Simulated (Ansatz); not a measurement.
Input and output of a relaxation of cell and atoms for Nb₃Au₂ (I4/mmm, 5 atoms in the cell) (Ansatz, a program for electronic structure).

Computed with PBEsol, default PAW files made with PBE (plane waves; Ansatz).

```
CELL_PARAMETERS angstrom
     -1.70781     1.70781     7.66090
      1.70781    -1.70781     7.66090
      1.70781     1.70781    -7.66090
ATOMIC_POSITIONS crystal
  Nb 0.00000 0.00000 0.00000
  Nb 0.39924 0.39924 0.00000
  Nb 0.60076 0.60076 0.00000
  Au 0.19977 0.19977 0.00000
  Au 0.80023 0.80023 0.00000
```

Reference input (self-consistent single point, DFT, PBEsol, plane waves, default PAW files made with PBE): basis.ecutwfc = 420 eV; kpoints.mp_grid.grid = 7 7 7; hamiltonian.xc = pbesol; hamiltonian.pseudopotentials = {kind: paw} (the program's default PAW files); scf.occupations.method = gaussian; scf.occupations.width = 0.2 eV. This run's input differs from it in these lines:

```diff
@@ -24,2 +24,4 @@
     width: 0.2
+relax:
+  cell: {}
 output:
```

Output, abridged:

```
   [... SCF lines of the steps left out ...]
relax step   1: F+E_penalty+E_count = -39501.46289488 eV  Δ(F+E_penalty+E_count) = +0.000e0 eV  max|allowed force component| = 9.883e-2 eV/Å  Δτ_max = 0.0000 Å  P = -6.359 GPa  Ω = 89.375 Å³  (6 SCF iters, dr2 threshold 1.00e-7 eV, accepted)
relax step   2: F+E_penalty+E_count = -39500.73413258 eV  Δ(F+E_penalty+E_count) = +7.288e-1 eV  max|allowed force component| = 5.887e-1 eV/Å  Δτ_max = 0.0438 Å  P = +29.043 GPa  Ω = 76.946 Å³  energy of the carried Pulay correction = +2.701e-3 eV  [...]
   [... lines left out ...]
relax step   5: F+E_penalty+E_count = -39501.52764946 eV  Δ(F+E_penalty+E_count) = -3.213e-5 eV  max|allowed force component| = 2.192e-3 eV/Å  Δτ_max = 0.0009 Å  P = +0.011 GPa  Ω = 86.289 Å³  energy of the carried Pulay correction = +6.350e-4 eV  [...]
relax step   6: F+E_penalty+E_count = -39501.52699289 eV  Δ(F+E_penalty+E_count) = +6.566e-4 eV  max|allowed force component| = 2.239e-3 eV/Å  Δτ_max = 0.0000 Å  P = +0.013 GPa  Ω = 86.289 Å³  stress off target by 2.37e-2 GPa  SCF on the basis [...]
basis re-selected at this cell: Δ(F+E_penalty+E_count) = +6.566e-4 eV, ΔP = +0.002 GPa vs the last step
the relaxation is at rest under the 16 symmetry operations that the run kept from its start: a minimum is not shown …
Stability not checked: this state was not tested for a lower state beside it, because too few of the mixer's solves of this state at the end of the SCF gave a …
Free energy (F): -39501.526993 eV
Internal energy: -39501.455063 eV  (E = F + TS)
   [... lines left out ...]
Fermi energy:    19.597842 eV
  cell:  # Å, volume = 86.2887 Å³
   [... lines left out ...]
    - { symbol: Nb, position: [0.39979483835249896, 0.39979483835249896, 6.729918606735923e-36] }
    - { symbol: Nb, position: [0.6002051616475012, 0.6002051616475012, 2.075711745236589e-36] }
    - { symbol: Au, position: [0.1995728878017316, 0.1995728878017316, -1.3915029246904575e-36] }
    - { symbol: Au, position: [0.8004271121982686, 0.8004271121982686, -1.3150244427402773e-35] }
```

The run converged.  The full log also holds: “iter 5 did not close the SCF: its close was put off for the readings that it lacked (scf_convergence_deferred on its scf_iter line)”. The full log also holds: “iter 5 did not close the SCF: its close was put off for the readings that it lacked (scf_convergence_deferred on its scf_iter line)”.

Summary of the result:
- Free energy E − TS (on the zero of these files) = -39501.5270 eV
- Fermi level (on the code's own zero) = 19.60 eV
- Pressure = 0.01 GPa
- Largest force (vector length) = 0.002 eV/Å
- Final cell = a = 7.955 Å, b = 7.955 Å, c = 7.955 Å, α = 155.53°, β = 155.53°, γ = 34.88°
- Final volume per atom = 17.26 Å³
- Relaxation steps = 6

The starting cell comes from a database of computed structures (which also holds hypothetical and non-ambient phases and stackings), without a prior relaxation at this level. Spin polarisation is off. The relaxation keeps the symmetry of its start, so its end need not be a minimum. Ansatz's pressure includes its estimate of the finite-basis (Pulay) stress.

Cost on one core of a shared machine: roughly 40 s.

Keys are those of Ansatz 0.2.
